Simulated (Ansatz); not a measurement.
Zinc-blende BeS was calculated with r²SCAN-D4 (Ansatz, a quantum-chemistry and plane-wave program, plane waves, PAW).

Settings: plane-wave cutoff 560 eV, 12×12×12 k mesh, Fermi–Dirac smearing 0.01 eV, scalar-relativistic PAW data made under PBE.

Computed points:

| V (Å³/atom) | E − E_lowest (meV/atom) | P (GPa) |
|---|---|---|
| 13.418 | 17.66 | 6.92 |
| 13.704 | 7.61 | 4.40 |
| 13.989 | 1.85 | 2.10 |
| 14.275 | 0.00 | 0.01 |
| 14.560 | 1.70 | -1.89 |
| 14.846 | 6.62 | -3.61 |
| 15.131 | 14.47 | -5.18 |

### Question
Fit the third-order Birch–Murnaghan equation and give B0 and B′.

### Answer
V0 = 14.277 Å³/atom, B0 = 99.4 GPa, B′ = 3.8 (fit to the energies at full precision).

Measured, for comparison: bulk modulus 105 GPa (room temperature, not corrected to a static lattice; as tabulated in Narayana, Nesamony, Ruoff, Phys. Rev. B 56, no. 22 (1997)); equilibrium volume per atom 14.44 Å³/atom (room temperature, not corrected to a static lattice; as tabulated in Narayana, Nesamony, Ruoff (BeS at high pressure; core.ac.uk copy)). Computed (rounded) less measured: bulk modulus -5 %, equilibrium volume per atom -1.1 %. A static lattice is as a rule a little smaller and stiffer than an uncorrected measurement, which narrows the difference in the equilibrium volume per atom and would widen misses of the other sign.

Cost on a shared machine: roughly 40 core-seconds.
